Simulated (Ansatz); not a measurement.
Worked calculations on one periodic cell of amorphous Ge20S40Sb4: Ge20S40Sb4, 64 atoms, volume 1690.3 Å³, made by a melt-quench on the CHGNet potential and relaxed with DFT. It is a model cell: composition and starting density were chosen by hand, and all elements were melted together. Cycles of charging were run to anneal it. The numbers are results of PBE-D3(BJ), scalar-relativistic without spin-orbit coupling (plane waves to 420 eV, PAW; Ansatz, an electronic-structure program), not measurements. Sampling: a 2×2×2 Γ-centred mesh; Fermi-Dirac width 0.05 eV; no spin polarisation. Its volume was relaxed, its shape was free, and it stands at a mean pressure of 0.0 GPa with stress components up to 0.0 GPa; the relaxation ran on one k-point at (1/4, 1/4, 1/4). Its density went from a set 3.01 to 3.17 g/cm³. The cell is small and was quenched far faster than a real film, so it is one sample of the glass.

Cut-offs for bonds: Ge-Ge 2.85 Å, Ge-S 2.76 Å, Ge-Sb 3.11 Å, S-S 2.39 Å, S-Sb 2.93 Å, Sb-Sb 3.34 Å. Counted neighbours: Ge: 5 with 3, 15 with 4; S: 34 with 2, 6 with 3; Sb: 3 with 3, 1 with 4.

**Question.** Set the mean coordination against the 8 − N rule, and count mechanical constraints (r/2 for stretching, 2r − 3 for bending at each atom with r ≥ 2) against the 3 degrees of freedom.

**Answer.** The rule gives (20 × 4 + 40 × 2 + 4 × 3)/64 = 2.69; the cell has 174/64 = 2.72. Summing the constraints over the counted atoms gives 243.0/64 = 3.80 per atom, so by this count the network is rigid and over-constrained. The count takes every angle as intact, which overstates rigidity where angles are soft (at over-coordinated atoms).

Four energies for an added electron at PBE on one k-point at (1/4, 1/4, 1/4) (charged cells in a uniform background, spin-polarised): neutral at the neutral geometry -147950.466 eV; charged at the neutral geometry -147944.636 eV; charged and relaxed -147944.826 eV; neutral at the charged geometry -147950.010 eV.

**Question.** Find the two relaxation energies and their sum, the reorganisation energy.

**Answer.** On charging: -147944.636 − (-147944.826) = 0.190 eV. On discharging: -147950.010 − (-147950.466) = 0.456 eV. The sum is 0.646 eV. The carrier's level spreads over 10 of the 64 atoms' worth, so it counts as partly localised, most on one Ge atom with neighbours S 2.45 Å, S 2.47 Å, S 2.68 Å (neutral geometry). The values are uncorrected: the image energy of a point charge in this cell, 2.84 × 14.40 / (2 × 11.9) = 1.7 eV before screening, is screened by electrons alone at the fixed geometry and by ions too after relaxing, and the carrier can be spread before it relaxes, so each term can be off by up to that value times 1/ε∞, some tenths of an eV. PBE's self-interaction favours spread-out carriers, so a hybrid can localise more.

Four energies for a hole at PBE on one k-point at (1/4, 1/4, 1/4) (charged cells in a uniform background, spin-polarised): neutral at the neutral geometry -147950.466 eV; charged at the neutral geometry -147954.679 eV; charged and relaxed -147954.894 eV; neutral at the charged geometry -147950.081 eV.

**Question.** Find the two relaxation energies and their sum, the reorganisation energy.

**Answer.** On charging: -147954.679 − (-147954.894) = 0.215 eV. On discharging: -147950.081 − (-147950.466) = 0.385 eV. The sum is 0.600 eV. The carrier's level spreads over 11 of the 64 atoms' worth, so it counts as partly localised, most on one Ge atom with neighbours S 2.45 Å, S 2.47 Å, S 2.68 Å (neutral geometry). The values are uncorrected: the image energy of a point charge in this cell, 2.84 × 14.40 / (2 × 11.9) = 1.7 eV before screening, is screened by electrons alone at the fixed geometry and by ions too after relaxing, and the carrier can be spread before it relaxes, so each term can be off by up to that value times 1/ε∞, some tenths of an eV. PBE's self-interaction favours spread-out carriers, so a hybrid can localise more.
